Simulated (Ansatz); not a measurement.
The reference is SiS₂ (space group Ibam, No. 72; a = 6.387 Å, b = 11.126 Å, c = 5.592 Å; made of chains). Axes: x, y, z lie along a, b, c of the conventional cell.

The change: compressive biaxial strain of 0.55 % in the plane normal to [001], as in epitaxy on a mismatched substrate; the out-of-plane cell vector and the atoms relax.

Levels (all Ansatz, an electronic-structure program, PAW, earlier PAW set): PBE (420 eV, without spin-orbit coupling); HSE06 (420 eV, no SOC).

The geometry is relaxed with PBE.

| Quantity | Value |
|---|---|
| PBE band gap | 3.09 eV |

**Question.** What does HSE06 give at this geometry for the band gap?

**Answer.** The band gap grows by 1.134 eV (3.09 eV → 4.23 eV).

A biaxial case was relaxed in a doubled cell and then solved in the primitive one. Single points use the geometry relaxed with PBE. HSE06 was sampled on its mesh, a few special points and the semilocal edge points, so its gap is an upper bound. No phonon test of stability was made. No dispersion term is included, though the crystal is made of layers, chains or molecules, so its spacings can come out too wide.
